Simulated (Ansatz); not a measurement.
An Ansatz (an electronic-structure program) run: HfS2 with a change (Hf → Zr); Kohn–Sham DFT with the PBEsol-D3(BJ) functional, run in Ansatz with PAW and 420 eV plane waves, no spin-orbit coupling.

Input:

Ansatz 0.2 input:
```yaml
crystal:
  lattice:
    - [3.578072481, 0, 0]
    - [-1.7890362405, 3.0987016651, 0]
    - [0, 0, 5.5404656528]
  atoms:
    - { symbol: Zr, position: [0, 0, 0] }
    - { symbol: S, position: [0.3333333333, 0.6666666667, 0.2647044302] }
    - { symbol: S, position: [0.6666666667, 0.3333333333, 0.7352955698] }
basis: { ecutwfc: 420, ecutrho_ratio: 4, xc_grid: 2, fft_grid_basis: typed }
kpoints: { mp_grid: { grid: [11, 11, 6] } }
hamiltonian:
  xc: pbesol
  dispersion: d3bj
  pseudopotentials: { kind: paw }
scf: { occupations: { method: fermi_dirac, width: 0.05 }, convergence: { dr2_threshold: 0.0000000003 } }
output: { forces: true, stress: true }
checkpoint: { write: state.ck, write_every: 1000 }
```

Output (explanatory and most iteration lines left out):

```
Pseudopotential: Zr, paw, valence charge 12
Pseudopotential: S, paw, valence charge 6
Crystal: 3 atoms, lattice volume = 61.429 Å³
Basis set: ecut = 420 eV, 1153 PW (Γ), exchange–correlation on 48×48×80 points (8 copies of the dense FFT grid, shifted against one another)
Bands: 16, of which v1, the nominal top of the filled ones, is band 12 counted from 1 (11 counted from 0)
Symmetry: 12 space group operations
Space group: P-3m1 (ITA 164), of the structure as read, at distance tolerance 3.9e-5 Å
k-points: 84 of 726
Functional: x = pbesol(κ = 0.804, μ = 0.12345679012345678), c = pbesol(β = 0.046)
SCF iter   1: F=—  HF=-5904.180196 eV  |F-HF|=—  |Δ(HF+E_count)|=         —  Δρ=5.39e-3  dr2=3.43e-2  ethr=1.77e-3  ⟨swp⟩=5.3  Hψ=7460  notcnv=0
SCF iter   2: F=—  HF=-5904.173276 eV  |F-HF|=—  |Δ(HF+E_count)|=   6.92e-3  Δρ=1.87e-3  dr2=2.20e-3  ethr=1.43e-4  ⟨swp⟩=1.6  Hψ=2069  notcnv=0
SCF 1 converged in 8 iterations: F = -5904.172967 eV  dr2 = 5.76e-11
SCF converged after 8 iterations
Free energy (F): -5904.172967 eV
Internal energy: -5904.172731 eV  (E = F + TS)
E sigma→0 (E₀):  -5904.172849 eV
Entropy (-TS):   -0.000236 eV (-0.079 meV/atom)
Fermi energy:    8.921323 eV
  E_disp       = -1.059468  (pairwise vdW)
--- Forces (eV/Å), atoms counted from 1 ---
  atom   1  Zr    -0.00000000     0.00000000     0.00000000
  atom   2  S     -0.00000000    -0.00000000     0.00116107
  atom   3  S      0.00000000     0.00000000    -0.00116107
--- Stress (GPa, compression-positive) ---
        0.004660      -0.000000       0.000000
        0.000000       0.004660       0.000000
       -0.000000       0.000000       0.003801
  P = ⅓ Tr σ = 0.0044 GPa (0.044 kbar)
```

No phonon test of stability was made. The cell was made from HfS2 by this change: Hf → Zr.
